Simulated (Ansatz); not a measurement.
# ZnS: band gap against strain

ZnS (wurtzite, P6_3mc, 20.185 Å³/atom at rest, c along z) under a strain ε along c (axis z), the other axes held. PBE in Ansatz, a plane-wave DFT program (PAW, default set), 420 eV, 10×10×5 Γ-centred mesh, Fermi-Dirac smearing 0.05 eV; ions are relaxed within the symmetry of each cell. Gaps are the smallest over the k-mesh and a band path, without spin-orbit coupling; in all rows the valence edge lies at Γ and the conduction edge at Γ.

Here s stands for strain and Eg for gap.

| strain (%) | gap (eV) |
|---|---|
| 0.00 | 2.079 |
| 0.60 | 2.036 |
| 1.20 | 1.993 |
| 1.80 | 1.949 |
| 3.00 | ? |

**Question.** Fit Eg against s with a straight line, and predict the withheld value at s = 3.00.

**Answer.** Means: s 0.90000, Eg 2.0143. About the means, the sum of products is -0.12990 and the sum of squares of s is 1.8000; the slope is their ratio. Least squares gives Eg = 2.0792 - 0.07217·s. Residuals (row less fit): -0.0002, 0.0001, 0.0004, -0.0003; standard error 0.0004 (degrees of freedom: 2). Over these rows the gap moves by -7.2 ± 0.03 eV per unit strain. At the withheld row, Eg = 2.0792 - 0.07217 × 3.0 = 1.8627 eV. The calculation gives 1.861 eV, 0.0017 eV below the prediction (0.8 % of the range of Eg in the table). The row lies outside the fitted rows, so this is an extrapolation. The fitted rows scatter only by rounding.

ZnS is here the high-temperature form. Rows are the converged runs of the series near zero and its far end; series whose fitted rows scatter by over a few per cent of the range, as at a crossing or softening among them, aren't shown in this form. Most that stay on the fit to the last digits aren't either.
